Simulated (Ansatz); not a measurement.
Output of an Ansatz run (abridged):

```
WARN ansatz: RAYON_NUM_THREADS=1 ignored (pool sized by the plan → 1); use --threads N
Pseudopotentials: kind: paw
Pseudopotential: Si, paw, valence charge 4
Pseudopotential: Ni, paw, valence charge 18
Crystal: 8 atoms, lattice volume = 92.726 Å³
Basis set: ecut = 420 eV, 1839 PW (Γ)
Bands: 53, of which v1, the nominal top of the filled ones, is band 44 counted from 1 (43 counted from 0)
Symmetry: 3 space group operations
Space group: R3 (ITA 146), of the structure as read, at distance tolerance 4.5e-5 Å
k-points: 60 of 343 (time reversal used)
PAW frozen core: Si, regenerated for the run's functional, and the local potential with it
PAW frozen core: Ni, regenerated for the run's functional, and the local potential with it
Initial density: superposition of atomic densities (neutral atoms: chi_scale 0, normalization atom), corrected by the library's trained network
Initial wavefunctions: pseudopotential atomic-orbital guess
Eigensolver: davidson
Functional: x = slater, c = lda
SCF iter   1: F=—  HF=-25531.933633 eV  |F-HF|=—  |Δ(HF+E_count)|=         —  Δρ=1.46e-2  dr2=8.07e-2  ethr=1.77e-3  ⟨swp⟩=7.7  Hψ=12597  notcnv=0
all-band conjugate gradients solve this SCF's bands
preconditioner: auto → Kerker (q_TF=auto, 2.705 Å⁻¹)
SCF iter   2: F=—  HF=-25531.916963 eV  |F-HF|=—  |Δ(HF+E_count)|=   1.67e-2  Δρ=4.11e-3  dr2=5.65e-3  ethr=9.17e-5  ⟨swp⟩=2.5  Hψ=6463  notcnv=0  defer=134
SCF iter   3: F=—  HF=-25531.916079 eV  |F-HF|=—  |Δ(HF+E_count)|=   8.84e-4  Δρ=1.54e-3  dr2=1.08e-3  ethr=6.42e-6  ⟨swp⟩=1.3  Hψ=3096  notcnv=0  defer=134
SCF iter   4: F=—  HF=-25531.915789 eV  |F-HF|=—  |Δ(HF+E_count)|=   2.90e-4  Δρ=2.37e-4  dr2=5.04e-5  ethr=1.23e-6  ⟨swp⟩=1.0  Hψ=3044  notcnv=0  defer=134
SCF iter   5: F=—  HF=-25531.915805 eV  |F-HF|=—  |Δ(HF+E_count)|=   1.58e-5  Δρ=5.19e-5  dr2=2.14e-6  ethr=5.73e-8  ⟨swp⟩=2.0  Hψ=3459  notcnv=0  defer=134
SCF iter   6: F=—  HF=-25531.915805 eV  |F-HF|=—  |Δ(HF+E_count)|=   2.51e-7  Δρ=1.95e-5  dr2=2.62e-7  ethr=2.43e-9  ⟨swp⟩=2.0  Hψ=4479  notcnv=0  defer=134
SCF iter   7: F=-25531.915805 eV  HF=-25531.915805 eV  |F-HF|=6.12e-8  |Δ(HF+E_count)|=   1.95e-8  Δρ=9.71e-6  dr2=6.49e-8  ethr=1.14e-10  ⟨swp⟩=8.6  Hψ=13359  notcnv=0
SCF 1 converged in 7 iterations: F = -25531.915805 eV  dr2 = 6.49e-8
SCF converged after 7 iterations
Free energy (F): -25531.915805 eV
Harris-Foulkes:  -25531.915805 eV  (|F-HF|=6.12e-8)
Internal energy: -25531.901824 eV  (E = F + TS)
E sigma→0 (E₀):  -25531.908814 eV
Entropy (-TS):   -0.013981 eV (-1.748 meV/atom)
Fermi energy:    15.801809 eV
--- Per-component energies (eV) ---
  E_band       = -1218.265957
  E_kinetic    = 1316.767382
  E_local      = -17434.147233  (includes V_loc(G=0)·N_el)
  E_nonlocal   = 2665.501114
  E_hartree    = 7501.900914
  E_xc         = -566.432892
  E_vxc        = -638.357200  (∫ρ·V_xc dr)
  E_paw        = -8206.111837  (= ΣΔE_a)
  E_vpaw       = -2131.844911  (= ΣTr[D̂ρ^β])
  E_aug_tail   = 0.001850  (compensation charges beyond the density's cutoff)
  E_ewald      = -10811.454926
  E_core_change = 2.073805  (= ΣΔE_core)
  E_smearing   = -0.013981  (= −TS)
  E_closure    = 0.000000  (closes the sum)
  Σ components = -25531.915805   (vs F -25531.915805, Δ=0.00e0)
--- Forces (eV/Å), atoms counted from 1 ---
  atom   1  Si     0.03034347     0.06367942     0.00698161
  atom   2  Si    -0.31704609    -0.31704609    -0.31704609
  atom   3  Si     0.06367942     0.00698161     0.03034347
  atom   4  Si     0.00698161     0.03034347     0.06367942
  atom   5  Ni     0.11504237     0.03390606    -0.00034065
  atom   6  Ni     0.06743876     0.06743876     0.06743876
  atom   7  Ni     0.03390606    -0.00034065     0.11504237
  atom   8  Ni    -0.00034065     0.11504237     0.03390606
  max |Σ_I F_I| component: 4.96e-6 eV/Å
--- Stress (GPa, compression-positive) ---
      -11.694962       0.143146       0.143146
        0.143146     -11.694962       0.143146
        0.143146       0.143146     -11.694962
  P = ⅓ Tr σ = -11.6950 GPa (-116.950 kbar)
  The stress holds the Pulay correction. Without it, at fixed plane waves, as pw.x and ABINIT print it: P = -11.7758 GPa
--- Band table (eV; the first three rows and the last of 60) ---
  k-point 0: bands = ["-87.4831", "-87.4514", "-87.4479", "-87.4479", "-48.4396", "-48.4025", "-48.4025", "-48.3877", "-48.2783", "-48.2783", "-48.2606", "-48.2482", "-48.2482", "-48.2316", "-48.2316", "-48.2264", "1.8170", "7.1434", "7.1434", [...]
  k-point 1: bands = ["-87.4831", "-87.4513", "-87.4483", "-87.4477", "-48.4395", "-48.4034", "-48.4011", "-48.3882", "-48.2790", "-48.2782", "-48.2599", "-48.2493", "-48.2468", "-48.2327", "-48.2308", "-48.2264", "1.9613", "6.2422", "7.2478", [...]
  k-point 2: bands = ["-87.4830", "-87.4511", "-87.4487", "-87.4475", "-48.4395", "-48.4041", "-48.3992", "-48.3896", "-48.2796", "-48.2788", "-48.2585", "-48.2499", "-48.2457", "-48.2338", "-48.2305", "-48.2264", "2.3895", "5.1168", "7.5265", [...]
  k-point 59: bands = ["-87.4829", "-87.4496", "-87.4491", "-87.4487", "-48.4385", "-48.3997", "-48.3986", "-48.3964", "-48.2787", "-48.2784", "-48.2625", "-48.2472", "-48.2436", "-48.2418", "-48.2260", "-48.2245", "5.2528", "5.5842", "6.0802", [...]
```

The structure:

```
CELL_PARAMETERS angstrom
      4.52621     0.00000     0.00000
      0.00000     4.52621     0.00000
      0.00000     0.00000     4.52621
ATOMIC_POSITIONS crystal
  Si 0.65317 0.15317 0.34683
  Si 0.85321 0.85321 0.85321
  Si 0.15317 0.34683 0.65317
  Si 0.34683 0.65317 0.15317
  Ni 0.35050 0.85050 0.64950
  Ni 0.14950 0.14950 0.14950
  Ni 0.85050 0.64950 0.35050
  Ni 0.64950 0.35050 0.85050
```

**Question.** What input produced this log?

**Answer.** Other spellings and defaults could give the same log, and not every line can be read from it. The input that was run (DFT, LDA (PW92), plane waves, default PAW files made with PBE):

Ansatz 0.2 input:
```yaml
# SiNi
crystal:
  lattice:
    - [4.526208, 0.000000, 0.000000]
    - [0.000000, 4.526208, 0.000000]
    - [0.000000, 0.000000, 4.526208]
  atoms:
    - { symbol: Si, position: [0.653170, 0.153170, 0.346830] }
    - { symbol: Si, position: [0.853208, 0.853208, 0.853208] }
    - { symbol: Si, position: [0.153170, 0.346830, 0.653170] }
    - { symbol: Si, position: [0.346830, 0.653170, 0.153170] }
    - { symbol: Ni, position: [0.350500, 0.850500, 0.649500] }
    - { symbol: Ni, position: [0.149500, 0.149500, 0.149500] }
    - { symbol: Ni, position: [0.850500, 0.649500, 0.350500] }
    - { symbol: Ni, position: [0.649500, 0.350500, 0.850500] }
basis:
  ecutwfc: 420.0
kpoints:
  mp_grid: { grid: [7, 7, 7] }
hamiltonian:
  xc: lda
  pseudopotentials: { kind: paw }
scf:
  occupations: { method: gaussian, width: 0.1 }
output:
  forces: true
  eigenvalues: true
  stress: true
```

The starting cell comes from a database of computed structures (which also holds hypothetical and non-ambient phases and stackings), without a prior relaxation at this level. Its lattice was rescaled by up to half a per cent. One atom was moved a little off its site on purpose. Spin polarisation is off. With a pressure of about -12 GPa the cell is away from its equilibrium volume at this level. Ansatz's pressure includes its estimate of the finite-basis (Pulay) stress.

Ansatz is a program for electronic structure.
